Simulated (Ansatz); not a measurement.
Input:

```xyz
5
Lattice="4.7954 0.0000 0.0000 0.0000 4.7954 0.0000 0.0000 0.0000 4.7954" Properties=species:S:1:pos:R:3 pbc="T T T"
Ca     0.0000     2.3977     2.3977
Ca     2.3977     0.0000     2.3977
Ca     2.3977     2.3977     0.0000
Sb     0.0000     0.0000     0.0000
N      2.3977     2.3977     2.3977
```

A single point on Ca3SbN with a change (pressure 0.3 GPa), its geometry relaxed with PBEsol.

Calculations: PBEsol/PAW in Ansatz (a quantum-chemistry and plane-wave program), spin-orbit coupling included. Γ-centred 7×7×7 mesh, Fermi–Dirac width 0.05 eV.

**Question.** What gap character does the calculation give?

**Answer.** Direct at Γ.

**Question.** What is the computed valence-band top at Γ (three highest Kramers pairs, from the VBM)?

**Answer.** 0.00, 0.00, -0.31 eV.

**Question.** Estimate the electron mass (degenerate bands, along [100]).

**Answer.** 0.060, 0.86 mₑ (at Γ).

**Question.** Estimate the band gap.

**Answer.** 0.21 eV.

Single points use the geometry relaxed with PBEsol. Load acts through the strain it causes; cell and atoms are relaxed under it. Masses are band curvatures over ±0.01 Å⁻¹ around the edge. Whether these cells are dynamically stable was not tested. The cell was made from Ca3SbN in the anti-perovskite structure (space group Pm-3m, No. 221; a cell from a computed database, its experimental status unchecked) by this change: pressure 0.3 GPa. The zero or small gap of Ca3SbN under pressure 0.3 GPa can change with the level of theory.
